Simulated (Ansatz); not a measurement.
**What biaxial strain −0.59 %, plane normal [110], relaxed out of plane does to Be2Si**

Consider Be₂Si (space group Fm-3m, No. 225; a = 5.260 Å; a model cell, its experimental status unchecked; relaxed with 0.1 eV smearing). Axes: x, y, z lie along the cube axes.

Modification: compressive biaxial strain of 0.59 % in the plane normal to [110], as in epitaxy on a mismatched substrate; the out-of-plane cell vector and the atoms relax.

Method: PBEsol in Ansatz (plane waves to 420 eV, PAW, no spin-orbit coupling). k-mesh 19×19×19 (Γ-centred); smearing 0.1 eV (Fermi–Dirac).

Space group: Immm (No. 71) (base Fm-3m (No. 225))
Shortest interatomic distance: 2.269 Å (base 2.278 Å)
Energy relative to the base (free energy F): +0.5 meV/atom
Pressure (mean of the normal stresses, compression positive): 0.8 GPa (base 0.0 GPa)
Band gap: zero (base zero)
Out-of-plane strain: +0.40 %
Mean in-plane stress (compression positive): +1.2 GPa

Final structure (turned so that z lies along the plane normal):

```xyz
3
Lattice="3.6976 0.0000 0.0000 0.0000 5.2292 0.0000 1.8488 2.6146 1.8673" Properties=species:S:1:pos:R:3 pbc="T T T"
Si     0.0000     0.0000     0.0000
Be     3.6976     6.5276     1.8673
Be     3.6976     3.9308     1.8673
```

Cost of the whole job for the changed cell (relaxation, final SCF and bands): about 60 core-seconds (a rough figure).

No phonon test of stability was made. All final runs are without spin polarisation.

Ansatz is a program for electronic structure.
